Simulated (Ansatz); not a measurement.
Take WS2 in the 2H-MoS2 type structure (space group P6_3/mmc, No. 194; a = 3.115 Å, c = 11.773 Å; layered, stacked along the Cartesian z axis) as the base. Axes: x lies along a and z along c of the hexagonal cell.

One thing is altered: tensile biaxial strain of 0.70 % in the plane normal to [001], as in epitaxy on a mismatched substrate; the out-of-plane cell vector and the atoms relax.

Levels (all Ansatz, a quantum-chemistry and plane-wave program, PAW): PBEsol-D3(BJ) (420 eV, spin-orbit coupling left out); HSE06 (420 eV, spin-orbit coupling left out).

The geometry is relaxed with PBEsol-D3(BJ).

| Quantity | Value |
|---|---|
| PBEsol-D3(BJ) lowest conduction level above the VBM at special points | K 1.10 eV; H 1.10 eV; A 2.09 eV; Γ 2.12 eV |

Question: How does going to HSE06 change the lowest conduction level above the VBM at special points?

Answer: The lowest conduction level above the VBM at special points changes from K 1.10 eV; H 1.10 eV; A 2.09 eV; Γ 2.12 eV to K 1.57 eV; H 1.57 eV; A 2.76 eV; Γ 2.73 eV.

Single points use the geometry relaxed with PBEsol-D3(BJ). The hybrid gap comes from the SCF mesh plus the semilocal run's edge points and a few special points and is an upper bound. The levels and masses belong to the bands next to the band gap. No phonon test of stability was made.
